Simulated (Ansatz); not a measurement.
# TmCu2 (Imma, No. 74; cell taken from a computed entry)

The numbers are results of PBEsol (Ansatz, a first-principles code, PAW), not measurements.

Run with plane-wave cutoff 500 eV, 16×16×16 k mesh, Fermi–Dirac smearing 0.1 eV, spin-polarised start, scalar-relativistic PAW data made under PBE.

Cell (relaxed at this level):

Space group Imma (No. 74); a = 4.217 Å, b = 6.706 Å, c = 7.213 Å, α = 90.00°, β = 90.00°, γ = 90.00°

```tsv
atom	site	symmetry	x	y	z
Tm	4e	mm2	0.0000	0.2500	0.5484
Cu	8h	m..	0.0000	0.0581	0.1630
```
(The calculation used a cell of 6 atoms; values per cell refer to that cell.)

- band gap: none

Note: the magnetic order was assumed, not searched for or taken from measurement; the relaxation could not lower the start's symmetry, so the cell can be a saddle point above a distorted one; the 4f shell is treated without U or exact exchange, so its levels and filling can be wrong.

Spin–orbit coupling is not included.
